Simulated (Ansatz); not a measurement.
## Be under a change: biaxial strain −1.74 %, plane normal [001], relaxed out of plane

Start from Be in the hcp (Mg type) structure (space group P6_3/mmc, No. 194; a = 2.2627 Å, c = 3.5664 Å; relaxed with 0.1 eV smearing). Axes: x lies along a and z along c of the hexagonal cell.

Modification: biaxial strain −1.74 %, plane normal [001], relaxed out of plane (Cartesian); in-plane vectors clamped, the third vector and the atoms free.

Calculations: Ansatz (a quantum-chemistry and plane-wave program) PBE, no spin-orbit coupling. Γ-centred 29×29×16 mesh, Fermi–Dirac width 0.1 eV.

The volume per atom falls by 0.27 Å³, from 7.91 Å³ to 7.64 Å³ and the shortest interatomic distance drops by 0.023 bohr (4.177 bohr → 4.154 bohr). The pressure (mean of the normal stresses, compression positive) goes from zero to 4.3 GPa and the band gap stays zero. The out-of-plane strain is +0.08 %.

Final structure (turned so that z lies along the plane normal):

```
CELL_PARAMETERS angstrom
      2.22337     0.00000     0.00000
      1.11168     1.92549     0.00000
      0.00000     0.00000     3.56916
ATOMIC_POSITIONS crystal
  Be 0.33333 0.33333 0.75000
  Be 0.66667 0.66667 0.25000
```

Stability against distortions was not tested.
